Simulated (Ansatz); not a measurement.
SiGe in the wurtzite structure (space group P6_3mc, No. 186; a model cell, its experimental status unchecked)

```cif
data_Ge2Si2
_chemical_formula_sum 'Ge2 Si2'
_space_group_name_H-M_alt 'P63mc'
_space_group_IT_number 186
_space_group_name_Hall 'P 6c -2c'
_cell_length_a 3.90037
_cell_length_b 3.90037
_cell_length_c 6.44343
_cell_angle_alpha 90.000
_cell_angle_beta 90.000
_cell_angle_gamma 120.000
loop_
_atom_site_label
_atom_site_type_symbol
_atom_site_symmetry_multiplicity
_atom_site_Wyckoff_symbol
_atom_site_fract_x
_atom_site_fract_y
_atom_site_fract_z
_atom_site_occupancy
Ge1 Ge 2 b 0.33333 0.66667 0.49962 1
Si1 Si 2 b 0.33333 0.66667 0.12558 1
```

Calculations: plane-wave PAW DFT at the PBEsol level (Ansatz, an electronic-structure program, 420 eV), scalar-relativistic without spin-orbit coupling, earlier PAW set. k-mesh 10×10×5 (Γ-centred); smearing 0.05 eV (Fermi–Dirac).

| Item | Value |
|---|---|
| Volume per atom | 21.22 Å³ |
| Density | 3.94 g/cm³ |
| Band gap | 0.35 eV, indirect, Γ → M |
| Total energy | -2437.470 eV/atom (σ→0; compares only within this code and set-up) |

No phonon test of stability was made.
